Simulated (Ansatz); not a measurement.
Reference: AlAs (F-43m), PBEsol with spin-orbit coupling, rigid bands (plane waves, PAW; Ansatz, a first-principles code); axes and stresses refer to this cell.

```
AlAs
1.0
    0.00000     2.83740     2.83740
    2.83740     0.00000     2.83740
    2.83740     2.83740     0.00000
Al As
1 1
Cartesian
  0.00000   0.00000   0.00000
  4.25611   4.25611   4.25611
```

* **hole conductivity mass**: 0.59 mₑ
* **electron conductivity mass**: 0.33 mₑ
* **Seebeck coefficient, n-type 1e19 cm⁻³**: -263 μV/K

**Question.** Change: uniaxial stress along [111] of -1 GPa (compression positive). What happens to hole conductivity mass, electron conductivity mass, Seebeck coefficient, n-type 1e19 cm⁻³?

**Answer.** hole conductivity mass falls to 0.55 mₑ; electron conductivity mass moves little, to 0.33 mₑ; Seebeck coefficient, n-type 1e19 cm⁻³ moves little, to -263 μV/K.

Masses are for dilute carriers at 300 K, harmonic means over directions unless an axis is named. Seebeck coefficients are for the stated density at 300 K, with one relaxation time for all states and whether or not that doping can be reached. Stresses and pressures are the targets of the relaxation.  The structure type is held under load, also where the real crystal would transform.
